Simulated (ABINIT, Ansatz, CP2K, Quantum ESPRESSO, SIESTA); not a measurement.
## One structure in several programs: La3Ga (Pm-3m, 4 atoms in the cell)

Self-consistent single point.

```
La3Ga
1.0
    4.93068     0.00000     0.00000
    0.00000     4.93068     0.00000
    0.00000     0.00000     4.93068
La Ga
3 1
Cartesian
  0.00000   2.46534   2.46534
  2.46534   0.00000   2.46534
  2.46534   2.46534   0.00000
  0.00000   0.00000   0.00000
```

All programs got the same cell, k-point mesh and kind of occupations (in Ansatz's words: kpoints.mp_grid.grid = 5 5 5; scf.occupations.method = gaussian; scf.occupations.width = 0.02 Ry); potentials, basis and cutoffs are each program's usual ones.

```json
[
 {"code": "Ansatz", "model": "PBEsol, PAW files made with PBE", "pressure (GPa)": "-2.28", "k-points": "10", "cutoff": "30.9 Ry"},
 {"code": "CP2K", "model": "PBEsol, GPW, DZVP-MOLOPT-SR-GTH basis, GTH-PBE potentials (GTH_POTENTIALS)", "pressure (GPa)": "-0.67", "k-points": "63", "cutoff": "grid 600 Ry"},
 {"code": "SIESTA", "model": "GGA PBEsol, numerical atomic orbitals DZP, PseudoDojo PBEsol standard norm-conserving potentials (rewritten from UPF to PSML)", "pressure (GPa)": "0.13", "k-points": "63", "cutoff": "grid 350 Ry"},
 {"code": "Quantum ESPRESSO", "model": "PBEsol, GBRV 1.5 ultrasoft (PBESOL) pseudopotentials", "pressure (GPa)": "-2.13", "k-points": "10", "cutoff": "50 Ry"},
 {"code": "ABINIT", "model": "PBEsol, norm-conserving pseudopotentials (PseudoDojo nc-sr-04 PBEsol standard)", "pressure (GPa)": "-2.30", "k-points": "10", "cutoff": "1497 eV"}
]
```

The spread over the programs that give each value: pressure within 2.43 GPa.

The starting cell comes from a database of computed structures (which also holds hypothetical and non-ambient phases and stackings), without a prior relaxation at this level.

Why do the programs differ, and what cannot be compared?

Differences of this kind can come from the potentials, where these differ, and from what each basis and cutoff leave unconverged. The valence holds different numbers of electrons (Ansatz (a first-principles code) 46, CP2K 46, SIESTA 46, Quantum ESPRESSO 52, ABINIT 46). The zero of total energies and Fermi levels follows the potentials and each program's conventions, so they are not compared here. CP2K and SIESTA use small atom-centred bases, whose incompleteness enters pressures, forces and empty levels differently from a plane-wave cutoff. Ansatz's pressure is given at a fixed set of plane waves, as the other plane-wave codes print theirs. Ansatz's smearing width was typed in Ry to four decimals, so it matches the others to a few per cent. The programs reduce the same mesh by symmetry to different extents, which changes the work and not the result. In the pressure, CP2K (by 1.61) and SIESTA (by 2.41) lie more than 1 GPa from the median of the plane-wave programs.

Left out of this page: Elk and FLEUR (not drawn, or without a comparable value).

Keys are those of Ansatz 0.2.
